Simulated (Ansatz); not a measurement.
The parent structure is SnO$_{2}$ in the rutile structure (space group P4_2/mnm, No. 136).

```yaml
crystal:
  lattice:
    - [4.76854, 0.00000, 0.00000]
    - [0.00000, 4.76854, 0.00000]
    - [0.00000, 0.00000, 3.21140]
  atoms:
    - { symbol: Sn, position: [0.00000, 0.00000, 0.00000] }
    - { symbol: Sn, position: [0.50000, 0.50000, 0.50000] }
    - { symbol: O, position: [0.30630, 0.30630, 0.00000] }
    - { symbol: O, position: [0.80630, 0.19370, 0.50000] }
    - { symbol: O, position: [0.19370, 0.80630, 0.50000] }
    - { symbol: O, position: [0.69370, 0.69370, 0.00000] }
```

Cartesian axes are those of the cell as printed.

Calculations: Ansatz (an electronic-structure program) PBEsol, no spin-orbit coupling, earlier PAW set.

Strains are applied to the cell and any free atomic positions relax; under biaxial strain the out-of-plane vector relaxes too.

One change was made to it. Results:

The valence-band top at Γ (three highest levels, from the VBM) becomes 0.00, -0.86, -0.86 eV (base: 0.00, -0.77, -0.77 eV); the electron mass goes from 0.17 mₑ along c, 0.19 mₑ across (at Γ) to 0.22 mₑ along c, 0.25 mₑ across (at Γ); the gap character remains direct at Γ; the pressure (mean of the normal stresses, compression positive) goes from zero to 23.20 GPa.

Problem. Which of these changes matches the shifts?
(A) isotropic strain −1.53 %
(B) isotropic strain −3.10 %
(C) biaxial strain −1.91 %, plane normal [001], relaxed out of plane

Solution. B, isotropic strain −3.10 %. For comparison, the valence-band top at Γ in the other runs: isotropic strain −1.53 % gives 0.00, -0.81, -0.81 eV; biaxial strain −1.91 %, plane normal [001], relaxed out of plane gives 0.00, -0.74, -0.74 eV.

Masses are band curvatures over ±0.01 Å⁻¹ around the edge. Gaps are Kohn–Sham eigenvalue differences; semilocal functionals usually give less than the measured gap. No phonon test of stability was made.
